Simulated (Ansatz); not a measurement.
InSb: energy against volume

InSb (zinc blende, F-43m, 34.628 Å³/atom and stress up to 0.01 GPa in the relaxed cell, cube axes along x, y and z) under an equal strain ε along all three axes. PBEsol in Ansatz, a plane-wave DFT program (PAW, default set), 420 eV, 12×12×12 Γ-centred mesh, Fermi-Dirac smearing 0.05 eV; ions are relaxed, or left where forces stay under 0.02 eV/Å, within the symmetry of each cell.

Here V stands for volume and E for E less E0.

| volume (Å³/atom) | E less E0 (meV/atom) | pressure (GPa) |
|---|---|---|
| 32.5918 | 18.00 | 3.00 |
| 33.0932 | 9.94 | 2.17 |
| 33.5997 | 4.33 | 1.39 |
| 34.1114 | 1.06 | 0.67 |
| 34.6282 | 0.00 | 0.00 |
| 35.1503 | 1.02 | -0.62 |
| 35.6775 | 4.01 | -1.19 |
| 36.2100 | 8.85 | -1.72 |
| 36.7478 | 15.43 | -2.20 |
| 37.8392 | ? | ? |

The 9 complete rows are fitted with the third-order Birch-Murnaghan form, a cubic in V^(-2/3), E against V. With u = V^(-2/3) - 0.0942, the rows have u = 0.0038079, 0.0028154, 0.0018380, 0.0008751, -0.0000732, -0.0010076, -0.0019279, -0.0028348, -0.0037284. Least squares gives E = 0.008 + 173.0·u + 1175630·u² + 5260060·u³. Residuals (row less fit): -0.004, 0.009, 0.000, -0.003, -0.002, -0.002, 0.004, 0.005, -0.003; standard error 0.006 (degrees of freedom: 5). Its minimum lies at u = -0.0000736, so V0 = (0.0941264)^(-3/2) = 34.63. There d²E/du² = 2349000 and d³E/du³ = 3.156e7, so B0 = (4/9) × 34.63^(-7/3) × 2349000 × 0.160218 = 42.8 GPa (the last factor turns the table's units into GPa), and B0' = 4 + (2/3) × 0.0941264 × (3.156e7)/2349000 = 4.8. B0' rests on the cubic coefficient alone and has a standard error of 0.1 from these residuals.

Task: Predict the withheld E at V = 37.8392 from the fit, and compare with the calculation.

Result: u = -0.0054765, so E = 0.008 + 173.0 × (-0.0054765) + 1175630 × (-0.0054765)² + 5260060 × (-0.0054765)³ = 33.456 meV/atom. The calculation gives 33.45 meV/atom, 0.006 meV/atom below the prediction (0.0 % of the range of E in the table). The row lies outside the fitted rows, so this is an extrapolation. The scatter of the fitted rows lies at the last printed digit.

This level leaves no gap over 0.05 eV at strain -2.00, -1.50, -1.00, -0.50, 0.00, 0.50, 1.00, 1.50, 2.00, 3.00 %. Spin-orbit coupling is left out, which can shift these values for the heavy elements here. Other structures, which can take over under pressure, weren't tried. The same form fitted to the pressure column gives B0' = 4.8; series where the two differ by over 0.4 aren't shown. Rows are the converged runs of the series near zero and its far end, less any whose ions stayed unrelaxed beside relaxed ones; series whose fitted rows scatter by over a few per cent of the range, as at a crossing or softening among them, aren't shown in this form.
